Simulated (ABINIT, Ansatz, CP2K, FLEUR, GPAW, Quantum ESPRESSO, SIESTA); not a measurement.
## Code comparison for WS2 (P6_3/mmc, 6 atoms in the cell)

Self-consistent single point, at a second geometry (lattice scaled by 0.98). First geometry:

```xyz
6
Lattice="3.2348 0.0000 0.0000 -1.6174 2.8015 0.0000 0.0000 0.0000 13.1846" Properties=species:S:1:pos:R:3 pbc="T T T"
W      0.0000     1.8676     3.2962
W      1.6174     0.9338     9.8885
S      0.0000     1.8676     8.3037
S      1.6174     0.9338     4.8810
S      1.6174     0.9338     1.7114
S      0.0000     1.8676    11.4733
```

Shared settings, as Ansatz (a quantum-chemistry and plane-wave program) writes them: kpoints.mp_grid.grid = 8 8 2; scf.occupations.method = fixed. Potentials and cutoffs stand in the table.

```csv
code,model,ΔF from the first geometry (meV/atom),pressure (GPa),largest force (eV/Å),cutoff
Quantum ESPRESSO,"PBE, PseudoDojo standard norm-conserving (PBE) pseudopotentials",-5.2,3.87,0.448,75 Ry
ABINIT,"PBE, PAW (JTH v2.0 PBE PAW)",-4.1,3.87,0.465,21 Ha
FLEUR,"PBE, all-electron FLAPW (FLEUR), scalar-relativistic valence",-2.7,–,0.476,Kmax 3.9 1/bohr
Ansatz,"PBE, PAW files",-5.3,3.85,0.444,420 eV
SIESTA,"GGA PBE, numerical atomic orbitals DZP, PseudoDojo PBE standard norm-conserving potentials (rewritten from UPF to PSML)",-0.1,4.71,0.783,grid 350 Ry
GPAW,"PBE, GPAW PAW datasets PBE (gpaw-data 1.0.1)",-4.9,3.90,0.461,600 eV
CP2K,"PBE, GPW, DZVP-MOLOPT-SR-GTH basis, GTH-PBE potentials (GTH_POTENTIALS)",-12.8,2.82,0.375,grid 500 Ry
```

A dash marks a value that a program does not give, or that is left out as unsure.

On Ansatz's run: spin-orbit coupling is off. Spin polarisation is off.

The spread over the programs that give each value: ΔF from the first geometry within 12.7 meV/atom; pressure within 1.89 GPa; largest force within 0.408 eV/Å.

SIESTA and CP2K use small atom-centred bases, whose incompleteness enters pressures, forces and empty levels differently from a plane-wave cutoff. FLEUR treats all electrons, but the usual bases taken here (sphere radii, linearisation, local orbitals, empty states) were not tested for convergence, so the values are no reference for the others. Ansatz's pressure is given at a fixed set of plane waves, as the other plane-wave codes print theirs; with its correction for the finite basis it is 3.90 GPa. In the pressure, CP2K (by 1.05) lies more than 1 GPa from the median of the plane-wave programs. In the force vectors, SIESTA (by 0.329) lies more than 0.08 eV/Å from the median of the plane-wave programs.

This mesh misses zone-boundary points where a band edge of such crystals can lie, so no gaps are given.

The starting cell comes from a database of computed structures (which also holds hypothetical and non-ambient phases and stackings), without a prior relaxation at this level. Its lattice was rescaled by a random factor within 2.5 % of one. For this run, on top of that: lattice scaled by 0.98.

Left out of this page: Elk (not drawn, or without a comparable value).

Keys are those of Ansatz 0.2.
